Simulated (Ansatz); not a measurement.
A zone-centre phonon calculation of BaSn₃Au (I4mm, 5 atoms in the cell) with Ansatz (a program for electronic structure).

Computed with LDA (PW92), default PAW files made with PBE (plane waves; Ansatz).

```
CELL_PARAMETERS angstrom
     -2.52253     2.52253     5.57728
      2.52253    -2.52253     5.57728
      2.52253     2.52253    -5.57728
ATOMIC_POSITIONS crystal
  Ba 0.00028 0.00028 0.00000
  Sn 0.60129 0.60129 0.00000
  Sn 0.74955 0.24955 0.50000
  Sn 0.24955 0.74955 0.50000
  Au 0.35723 0.35723 0.00000
```

Reference input (self-consistent single point, DFT, LDA (PW92), plane waves, default PAW files made with PBE): basis.ecutwfc = 420 eV; kpoints.mp_grid.grid = 7 7 7; hamiltonian.xc = lda; hamiltonian.pseudopotentials = {kind: paw} (the program's default PAW files); scf.occupations.method = fermi_dirac; scf.occupations.width = 0.1 eV. This run's input differs from it in these lines:

Ansatz 0.2 input:
```diff
@@ -14,3 +14,3 @@
 kpoints:
-  mp_grid: { grid: [7, 7, 7] }
+  mp_grid: { grid: [6, 6, 6] }
 hamiltonian:
@@ -20,6 +20,4 @@
   occupations: { method: fermi_dirac, width: 0.1 eV }
-output:
-  forces: true
-  eigenvalues: true
-  stress: true
+phonons:
+  method: dfpt
```

Log, with long lists cut:

```
SCF iter   1: F=—  HF=-36286.007520 eV  |F-HF|=—  |Δ(HF+E_count)|=         —  Δρ=5.78e-3  dr2=2.91e-2  ethr=1.77e-3  ⟨swp⟩=9.3  Hψ=9312  notcnv=0
all-band conjugate gradients solve this SCF's bands
preconditioner: auto → Kerker (q_TF=auto, 2.431 Å⁻¹)
SCF iter   2: F=—  HF=-36285.998508 eV  |F-HF|=—  |Δ(HF+E_count)|=   9.01e-3  Δρ=2.78e-3  dr2=9.10e-3  ethr=4.10e-5  ⟨swp⟩=2.0  Hψ=3458  notcnv=0
   [... lines left out ...]
SCF iter   9: F=—  HF=-36285.995289 eV  |F-HF|=—  |Δ(HF+E_count)|=   1.59e-9  Δρ=8.68e-7  dr2=1.93e-9  ethr=1.47e-11  ⟨swp⟩=2.0  Hψ=3480  notcnv=0
SCF iter  10: F=—  HF=-36285.995289 eV  |F-HF|=—  |Δ(HF+E_count)|=  3.78e-10  Δρ=3.53e-7  dr2=2.76e-10  ethr=2.71e-12  ⟨swp⟩=2.0  Hψ=3505  notcnv=0
SCF iter  11: F=—  HF=-36285.995289 eV  |F-HF|=—  |Δ(HF+E_count)|=  2.18e-11  Δρ=1.49e-7  dr2=4.74e-11  ethr=1.00e-12  ⟨swp⟩=2.4  Hψ=2916  notcnv=0
SCF iter  12: F=-36285.995289 eV  HF=-36285.995289 eV  |F-HF|=0.00e0  |Δ(HF+E_count)|=  1.46e-11  Δρ=5.82e-8  dr2=7.30e-12  ethr=1.00e-12  ⟨swp⟩=7.6  Hψ=10710  notcnv=0
SCF 1 converged in 12 iterations: F = -36285.995289 eV  dr2 = 7.30e-12
DFPT response loops at Γ: preconditioner auto → Kerker (q_TF=auto, 2.431 Å⁻¹) (partly filled bands, converged f_vac=0.000) …
Free energy (F): -36285.995289 eV
Internal energy: -36285.928232 eV  (E = F + TS)
E sigma→0 (E₀):  -36285.961761 eV
Entropy (-TS):   -0.067057 eV (-13.411 meV/atom)
Fermi energy:    11.239164 eV
--- Phonons (Γ-DFPT): 9 representative perturbations + reference, on 46 of 216 k-points (Σ response iterations 28) ---
  k mesh reduced under 4 symmetry operations, with k and −k counted as one. Each operation leaves every solved displacement unchanged or reverses it
  ASR residual: 3.548e-4 → 0.000e0 eV/Å²; symmetrization residual: 8.192e-5 eV/Å²
  ASR residual per site (eV/Å²): 5.87e-5 4.10e-5 9.20e-5 9.20e-5 3.55e-4
  Γ frequencies (cm⁻¹): 0.00 0.00 0.00 44.01 44.01 60.84 68.84 68.84 95.13 114.78 117.32 117.32 133.35 133.35 151.34
  non-analytic LO–TO correction: not included (Born effective charges unavailable; polar crystals: no LO–TO splitting at Γ)
```

The run converged in 12 iterations. 

Summary of the result:
- Free energy E − TS (on the zero of these files) = -36285.9953 eV
- Fermi level (on the code's own zero) = 11.24 eV
- Zone-centre frequencies (cm⁻¹; negative means imaginary) = 0, 0, 0, 44, 44, 61, 69, 69, 95, 115, 117, 117, 133, 133, 151

The starting cell comes from a database of computed structures (which also holds hypothetical and non-ambient phases and stackings), without a prior relaxation at this level. Its lattice was rescaled by up to half a per cent.

Cost on one core of a shared machine: roughly 6 min.
